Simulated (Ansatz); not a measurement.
Take Si₃N₄ (space group Fd-3m, No. 227; a = 7.744 Å) as the base.

The values are results of Ansatz (a program for electronic structure), PBEsol, PAW, cutoff 420 eV, no spin-orbit coupling, not measurements.

One change was made to it. Results:

The width of the top valence band grows by 0.04 eV (0.77 eV → 0.81 eV); the band gap increases by 0.09 eV (3.29 eV → 3.38 eV); the smallest direct gap goes up by 0.083 eV, from 3.32 eV to 3.41 eV; the shortest interatomic distance shrinks by 0.015 Å, from 1.776 Å to 1.761 Å.

### Question
Which change produced these results?
(A) pressure 3 GPa
(B) pressure 7.5 GPa
(C) pressure 0.7 GPa
(D) pressure −2 GPa
(E) pressure 1.5 GPa

### Answer
B, pressure 7.5 GPa. For comparison, the band gap in the other runs: pressure −2 GPa gives 3.26 eV; pressure 1.5 GPa gives 3.31 eV; pressure 0.7 GPa gives 3.30 eV; pressure 3 GPa gives 3.33 eV.

Load acts through the strain it causes; cell and atoms are relaxed under it. No phonon test of stability was made. No other phases were tried under pressure.
